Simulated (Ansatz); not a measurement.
The parent structure is BN in the zinc blende structure (space group F-43m, No. 216; a = 3.610 Å).

The values are results of r2SCAN (Ansatz, a first-principles code, PAW, no SOC), not measurements.

Strains are applied to the cell and any free atomic positions relax.

One change was made to it. Results:

```tsv
quantity	base	after
smallest direct gap	9.59 eV	9.36 eV
band gap	5.00 eV	4.94 eV
energy relative to the base (free energy F)	0 meV/atom	+14 meV/atom
hole mass (degenerate bands, along [100])	0.48, 0.51, 0.51 mₑ (at Γ)	0.46, 0.53, 0.53 mₑ (at Γ)
```

### Question
Which change produced these results?
A. isotropic strain +1.50 %
B. isotropic strain +2.50 %
C. isotropic strain +1.00 %
D. isotropic strain +0.50 %
E. isotropic strain +2.00 %

### Answer
A, isotropic strain +1.50 %. For comparison, the energy relative to the base in the other runs: isotropic strain +2.50 % gives +38 meV/atom; isotropic strain +1.00 % gives +6.3 meV/atom; isotropic strain +2.00 % gives +25 meV/atom; isotropic strain +0.50 % gives +1.6 meV/atom.

Masses are band curvatures over ±0.01 Å⁻¹ around the edge. No phonon test of stability was made.
